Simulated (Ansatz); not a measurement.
Consider the following.

```
CELL_PARAMETERS angstrom
      0.00000     2.93712     3.00051
      2.93712     0.00000     3.00051
      2.93712     2.93712     0.00000
ATOMIC_POSITIONS crystal
  In 0.00000 0.00000 0.00000
  P  0.25000 0.25000 0.25000
```

These are r2SCAN with spin-orbit coupling, rigid bands (plane waves, PAW; Ansatz, a quantum-chemistry and plane-wave program) values and carry that method's errors. Condition of this run: uniaxial stress zz = -1 GPa (compression positive) (the target of the relaxation). How the cell was made: cell and atoms relaxed with r2SCAN, then loaded as said.

**Question.** Predict the electron conductivity mass (n e² τ/σ) at 300 K, by direction if it differs.

**Answer.** 0.081 (x), 0.081 (y), 0.085 (z) mₑ.

**Question.** What conductivity effective mass do dilute holes have at 300 K?

**Answer.** 0.46 (x), 0.46 (y), 0.60 (z) mₑ.

**Question.** And the band gap?

**Answer.** 0.94 eV at this level; semilocal functionals usually fall short of the measured gap.

Rigid bands, one relaxation time for all states, no polarons.
